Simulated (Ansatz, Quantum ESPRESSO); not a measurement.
**Code comparison for LiCd3 (P6_3/mmc, 8 atoms in the cell)**

Self-consistent single point, at a second geometry (lattice scaled by 0.98). First geometry:

```
LiCd3
1.0
    6.05392     0.00000     0.00000
   -3.02696     5.24285     0.00000
    0.00000     0.00000     4.80463
Li Cd
2 6
Direct
  0.66667   0.33333   0.25000
  0.33333   0.66667   0.75000
  0.83012   0.16988   0.75000
  0.16988   0.83012   0.25000
  0.66024   0.83012   0.25000
  0.33976   0.16988   0.75000
  0.83012   0.66024   0.75000
  0.16988   0.33976   0.25000
```

Shared settings, as Ansatz (an electronic-structure program) writes them: kpoints.mp_grid.grid = 5 5 5; scf.occupations.method = gaussian; scf.occupations.width = 0.1 eV. Potentials and cutoffs stand in the table.

```
code                                                            model  ΔF from the first geometry (meV/atom)  pressure (GPa)  largest force (eV/Å)  cutoff
----------------  ---------------------------------------------------  -------------------------------------  --------------  --------------------  ------
Quantum ESPRESSO  LDA (PZ), GBRV 1.5 ultrasoft (LDA) pseudopotentials                                  -11.2           -0.24                 0.006   40 Ry
Ansatz                            LDA (PW92), PAW files made with PBE                                  -12.8           -0.07                 0.013  420 eV
```

For Quantum ESPRESSO (by 0.4 GPa) the energy change implies a higher mean pressure, against the two pressures, than for the other programs: a sign of finite-basis (Pulay) stress.

The spread over the programs that give each value: ΔF from the first geometry within 1.6 meV/atom; pressure within 0.17 GPa; largest force within 0.007 eV/Å.

Ansatz's pressure is given at a fixed set of plane waves, as the other plane-wave codes print theirs. The same LDA comes in different parametrisations, which differ slightly.

The starting cell comes from a database of computed structures (which also holds hypothetical and non-ambient phases and stackings), without a prior relaxation at this level. Its lattice was rescaled by a random factor within 2.5 % of one. For this run, on top of that: lattice scaled by 0.98.

Keys are those of Ansatz 0.2.
